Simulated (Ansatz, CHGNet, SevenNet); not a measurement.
How the equilibrium lattice constant a of NbP (model structure, started from the CsCl type, Pm-3m, No. 221, 2 atoms in the cell) moves with the method

No measured value is used here.

```
level (code)           value (Å)
---------------------  ---------
CHGNet-r²SCAN              3.123
SevenNet-0                 3.132
SevenNet-l3i5              3.128
LDA (Ansatz)               3.063
PBEsol (Ansatz)            3.079
r²SCAN (Ansatz)            3.108
r²SCAN+rVV10 (Ansatz)      3.101
```

LDA, PBEsol, r²SCAN, r²SCAN+rVV10: the run has no spin polarisation, so it can have missed a magnetic state. Cutoffs differ between the levels. Ansatz's density-functional and Hartree–Fock values are scalar-relativistic unless marked +SOC, with PAW data made under PBE.

Machine-learned potentials (CHGNet-r²SCAN, SevenNet-0, SevenNet-l3i5) are trained on DFT data: a solid inside that data is no test of them.

A model structure was made by putting elements into a prototype or built by hand; it is no filed structure, need not be a known phase, and can be a saddle point held by its symmetry.

Ansatz is a quantum-chemistry and plane-wave program.
